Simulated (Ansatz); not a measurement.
A computed series for BP: carrier doping

Start from BP in the zinc blende structure (space group F-43m, No. 216).

```cif
data_BP
_chemical_formula_sum 'P1 B1'
_space_group_name_H-M_alt 'P 1'
_space_group_IT_number 1
_cell_length_a 3.21612
_cell_length_b 3.21612
_cell_length_c 3.21612
_cell_angle_alpha 60.000
_cell_angle_beta 60.000
_cell_angle_gamma 60.000
loop_
_space_group_symop_operation_xyz
  'x, y, z'
loop_
_atom_site_label
_atom_site_type_symbol
_atom_site_fract_x
_atom_site_fract_y
_atom_site_fract_z
_atom_site_occupancy
P1 P 0.75000 0.75000 0.75000 1
B1 B 0.00000 0.00000 0.00000 1
```

Carriers are added at fixed cell with a uniform background; the Fermi–Dirac width is that of 300 K.

Method: PBE (Ansatz, a first-principles code, PAW, no spin-orbit coupling), earlier PAW set.

Notes on the quantities. Fermi level from band edge: Fermi level relative to the doped band's edge (positive inside the band; to 0.05 eV).

```tsv
hole density (10^21 cm⁻³)	Fermi level from band edge (eV)
0.7	0.20
1.5	?
2	0.45
5	0.75
```

Question: Fit E_F = C n^s, fitted as a line in log–log form (a parabolic band gives s = 2/3) to the rows shown and predict the withheld row.

Answer: Least squares on the printed values gives C = 0.26 eV, s = 0.67 (largest residual 0.03 eV); this predicts 0.35 eV, and the run gives 0.35 eV, in agreement.

Charged cell with a jellium background: band edges are those of the host's band count, energies are not comparable with the neutral cell, and many-body gap narrowing is missing. Whether these cells are dynamically stable was not tested.
